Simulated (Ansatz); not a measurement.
**TiC: response to strain**

The reference is TiC in the rock salt structure (space group Fm-3m, No. 225; a = 4.328 Å; relaxed with 0.1 eV smearing). Axes: x, y, z lie along the cube axes.

Strains are applied to the cell and any free atomic positions relax.

Calculations: r2SCAN (Ansatz, a quantum-chemistry and plane-wave program, PAW, no spin-orbit coupling).

Notes on the quantities. energy relative to the base: free energy F; pressure: mean of the normal stresses, compression positive.

```tsv
case	energy relative to the base	volume per atom	pressure
base	0 meV/atom	10.13 Å³	0.0 GPa
uniaxial strain ε_zz = −3.00 %	+17 meV/atom	9.83 Å³	9.0 GPa
uniaxial strain ε_zz = −2.50 %	+11 meV/atom	9.88 Å³	7.3 GPa
uniaxial strain ε_zz = −2.00 %	+7.2 meV/atom	9.93 Å³	5.7 GPa
uniaxial strain ε_zz = −1.50 %	+4.0 meV/atom	9.98 Å³	4.2 GPa
uniaxial strain ε_zz = −1.00 %	+1.7 meV/atom	10.03 Å³	2.7 GPa
uniaxial strain ε_zz = −0.50 %	+0.4 meV/atom	10.08 Å³	1.3 GPa
```

No phonon test of stability was made. The final runs are not spin-polarised.
